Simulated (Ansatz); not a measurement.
**A computed series for W: response to strain**

Base system: W in the bcc (W type) structure (space group Im-3m, No. 229; a = 3.1542 Å; relaxed with 0.1 eV smearing). Axes: x, y, z lie along the cube axes.

Strains are applied to the cell and any free atomic positions relax.

The values are results of PBEsol (Ansatz, a program for electronic structure), scalar-relativistic without spin-orbit coupling, not measurements.

Notes on the quantities. energy relative to the base: free energy F.

```json
[
 {"case": "base", "volume per atom": "15.69 Å³", "energy relative to the base": "0 meV/atom"},
 {"case": "uniaxial strain ε_zz = −3.00 %", "volume per atom": "15.22 Å³", "energy relative to the base": "+26 meV/atom"},
 {"case": "uniaxial strain ε_zz = −2.50 %", "volume per atom": "15.30 Å³", "energy relative to the base": "+18 meV/atom"},
 {"case": "uniaxial strain ε_zz = −1.50 %", "volume per atom": "15.46 Å³", "energy relative to the base": "+6.2 meV/atom"},
 {"case": "uniaxial strain ε_zz = −1.00 %", "volume per atom": "15.53 Å³", "energy relative to the base": "+2.7 meV/atom"},
 {"case": "uniaxial strain ε_zz = +0.50 %", "volume per atom": "15.77 Å³", "energy relative to the base": "+0.7 meV/atom"},
 {"case": "uniaxial strain ε_zz = +1.00 %", "volume per atom": "15.85 Å³", "energy relative to the base": "+2.6 meV/atom"},
 {"case": "uniaxial strain ε_zz = +1.50 %", "volume per atom": "15.93 Å³", "energy relative to the base": "+5.8 meV/atom"},
 {"case": "uniaxial strain ε_zz = +2.00 %", "volume per atom": "16.00 Å³", "energy relative to the base": "+10 meV/atom"},
 {"case": "uniaxial strain ε_zz = +3.00 %", "volume per atom": "16.16 Å³", "energy relative to the base": "+22 meV/atom"}
]
```

Whether these cells are dynamically stable was not tested. The final runs are not spin-polarised.
